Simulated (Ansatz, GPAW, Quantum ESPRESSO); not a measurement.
# One structure in several programs: Mg6CdW (P1, 8 atoms in the cell)

Self-consistent single point, at a second geometry (atoms moved at random). First geometry:

```yaml
crystal:
  lattice:
    - [4.89763, 0.00000, 0.00000]
    - [0.00000, 3.09524, 5.35161]
    - [0.00000, -3.09524, 5.35161]
  atoms:
    - { symbol: Mg, position: [0.50000, 0.33541, 0.82999] }
    - { symbol: Mg, position: [0.50000, 0.82999, 0.33541] }
    - { symbol: Mg, position: [0.00000, 0.14709, 0.67723] }
    - { symbol: Mg, position: [0.00000, 0.67723, 0.14709] }
    - { symbol: Mg, position: [0.00000, 0.67694, 0.67694] }
    - { symbol: Mg, position: [0.00000, 0.16696, 0.16696] }
    - { symbol: Cd, position: [0.50000, 0.33389, 0.33389] }
    - { symbol: W, position: [0.50000, 0.83248, 0.83248] }
```

Second geometry:
```xyz
8
Lattice="4.8976 0.0000 0.0000 0.0000 3.0952 5.3516 0.0000 -3.0952 5.3516" Properties=species:S:1:pos:R:3 pbc="T T T"
Mg     2.4320    -1.5288     6.2343
Mg     2.5006     1.5401     6.2426
Mg     0.0006    -1.6118     4.4359
Mg    -0.0771     1.5649     4.3798
Mg     0.0342     0.0547     7.2542
Mg    -0.0245     0.0214     1.7326
Cd     2.5035     0.0222     3.6283
W      2.4260    -0.0625     8.9051
```

Shared settings, as Ansatz (a first-principles code) writes them: kpoints.mp_grid.grid = 4 3 3; scf.occupations.method = gaussian; scf.occupations.width = 0.05 eV. Potentials and cutoffs stand in the table.

```
code                                                              model  ΔF from the first geometry (meV/atom)  pressure (GPa)  largest force (eV/Å)   cutoff
----------------  -----------------------------------------------------  -------------------------------------  --------------  --------------------  -------
Ansatz                                  PBEsol, PAW files made with PBE                                   11.7           -1.67                 0.630  default
Quantum ESPRESSO   PBEsol, SSSP 1.1.2 efficiency (PBE) pseudopotentials                                   11.6           -2.03                 0.624    45 Ry
GPAW              PBEsol, GPAW PAW datasets PBEsol (made by gpaw-setup)                                   11.6           -1.71                 0.623   850 eV
```

Size of the force on each atom (eV/Å): Sizes of forces hide their directions.

```csv
code,Mg1,Mg2,Mg3,Mg4,Mg5,Mg6,Cd7,W8
Ansatz,0.093,0.334,0.442,0.630,0.300,0.269,0.449,0.228
Quantum ESPRESSO,0.094,0.336,0.430,0.624,0.293,0.274,0.454,0.234
GPAW,0.093,0.334,0.436,0.623,0.298,0.273,0.449,0.227
```

On Ansatz's run: spin-orbit coupling is off. Spin polarisation is off.

The spread over the programs that give each value: ΔF from the first geometry within 0.1 meV/atom; pressure within 0.36 GPa; largest force within 0.007 eV/Å.

Ansatz's pressure is given at a fixed set of plane waves, as the other plane-wave codes print theirs.

The shared mesh is coarse (it stands for a supercell whose shortest vector is 19 Å), so the values are not converged in it.

The starting cell comes from a database of computed structures (which also holds hypothetical and non-ambient phases and stackings), without a prior relaxation at this level. For this run, on top of that: atoms moved at random.

Left out of this page: CP2K (unsound by tests on forces, stress, charge or solver warnings).

Keys are those of Ansatz 0.2.
